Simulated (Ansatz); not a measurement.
**Short convergence ladders for TiMo3 (Imm2, 4 atoms in the cell)**

```xyz
4
Lattice="-1.5779 2.2039 4.4616 1.5779 -2.2039 4.4616 1.5779 2.2039 -4.4616" Properties=species:S:1:pos:R:3 pbc="T T T"
Ti     0.0000     2.2039     0.0500
Mo     0.0000     0.0000     6.7513
Mo     0.0000     0.0000     2.1720
Mo     1.5779     0.0000     0.0000
```

Base method: PBEsol, default PAW files made with PBE (plane waves; Ansatz, an electronic-structure program).

Base settings: basis.ecutwfc = 420 eV; kpoints.mp_grid.grid = 9 9 9; hamiltonian.xc = pbesol; hamiltonian.pseudopotentials = {kind: paw} (the program's default PAW files); scf.occupations.method = gaussian; scf.occupations.width = 0.1 eV.

The count of work is k-points × plane waves × bands × iterations; it is no time. Core times come from one kind of shared machine, to one figure; runs under 30 s give none.

**Shifted k-point meshes**

In this ladder: kpoints.mp_grid.shift = 0.5 0.5 0.5.

Only quantities that move along the ladder and can be compared are tabulated.

```tsv
kpoints.mp_grid.grid	free energy less the last step's (meV/atom)	pressure (GPa)	largest difference of a force vector from the last step's (eV/Å)	count of work / last
2 2 2	495.26	1.11	0.334	0.0026
3 3 3	64.83	-1.43	0.082	0.0052
4 4 4	-19.72	-3.88	0.036	0.011
6 6 6	4.61	-3.64	0.036	0.029
8 8 8	-0.16	-3.53	0.032	0.061
10 10 10	-0.98	-3.54	0.015	0.11
22 22 22	0.00	-3.50	0.000	1.0
```

Coarsest kpoints.mp_grid.grid that holds the pressure within 0.2 GPa of the last step, with all finer ones: 6 6 6, at 0.029 of the last step's count of work; the step before is off by 0.37 GPa.

Coarsest kpoints.mp_grid.grid that holds the forces within 0.02 eV/Å: not settled: the last two steps still differ by 0.015 eV/Å, over half the tolerance, so the ladder does not show it.

Coarsest kpoints.mp_grid.grid that holds the free energy within 5 meV/atom of the last step, with all finer ones: 6 6 6, at 0.029 of the last step's count of work; the step before is off by 20 meV/atom.

**The k-point mesh at a smearing width of 0.3 eV**

In this ladder: scf.occupations.width = 0.3 eV.

Only quantities that move along the ladder and can be compared are tabulated.

| kpoints.mp_grid.grid | free energy less the last step's (meV/atom) | pressure (GPa) | largest difference of a force vector from the last step's (eV/Å) | count of work / last | core time / last (rough) |
|---|---|---|---|---|---|
| 5 5 5 | 2.33 | -3.45 | 0.080 | 0.023 | – |
| 8 8 8 | 0.10 | -3.39 | 0.014 | 0.081 | – |
| 12 12 12 | -0.05 | -3.34 | 0.001 | 0.24 | 0.2 |
| 17 17 17 | 0.01 | -3.34 | 0.000 | 0.63 | 0.6 |
| 20 20 20 | 0.00 | -3.34 | 0.000 | 1.0 | 1 |

Coarsest kpoints.mp_grid.grid that holds the forces within 0.01 eV/Å of the last step, with all finer ones: 12 12 12, at 0.24 of the last step's count of work and about 0.2 of the last step's time; the step before is off by 0.014 eV/Å.

Coarsest kpoints.mp_grid.grid that holds the free energy within 0.5 meV/atom of the last step, with all finer ones: 8 8 8, at 0.081 of the last step's count of work; the step before is off by 2.3 meV/atom.

Coarsest kpoints.mp_grid.grid that holds the pressure within 0.1 GPa of the last step, with all finer ones: 8 8 8, at 0.081 of the last step's count of work; the step before is off by 0.11 GPa.

**The mesh under tetrahedron occupations**

In this ladder: scf.occupations.method = tetrahedron; scf.occupations.width = default.

Only quantities that move along the ladder and can be compared are tabulated.

```csv
kpoints.mp_grid.grid,free energy less the last step's (meV/atom),pressure (GPa),largest difference of a force vector from the last step's (eV/Å),count of work / last,core time / last (rough)
5 5 5,0.47,-3.63,0.090,0.014,–
7 7 7,-2.55,-3.50,0.029,0.033,–
8 8 8,0.65,-3.44,0.065,0.048,–
12 12 12,-0.20,-3.47,0.007,0.14,0.1
19 19 19,0.04,-3.49,0.005,0.51,0.5
24 24 24,0.00,-3.50,0.000,1.0,1
```

Coarsest kpoints.mp_grid.grid that holds the free energy within 2 meV/atom of the last step, with all finer ones: 8 8 8, at 0.048 of the last step's count of work; the step before is off by 2.6 meV/atom.

Coarsest kpoints.mp_grid.grid that holds the pressure within 0.1 GPa of the last step, with all finer ones: 7 7 7, at 0.033 of the last step's count of work; the step before is off by 0.12 GPa.

Coarsest kpoints.mp_grid.grid that holds the forces within 0.02 eV/Å of the last step, with all finer ones: 12 12 12, at 0.14 of the last step's count of work and about 0.1 of the last step's time; the step before is off by 0.065 eV/Å.

On the base run: the starting cell comes from a database of computed structures (which also holds hypothetical and non-ambient phases and stackings), without a prior relaxation at this level. Its lattice was rescaled by up to half a per cent. One atom was moved a little off its site on purpose. Spin polarisation is off. In the base run, with a pressure of about -3 GPa the cell is away from its equilibrium volume at this level. Ansatz's pressure includes its estimate of the finite-basis (Pulay) stress.

Left out of this page: 1 run of the series stopped by limits of time or memory.

Keys are those of Ansatz 0.2.
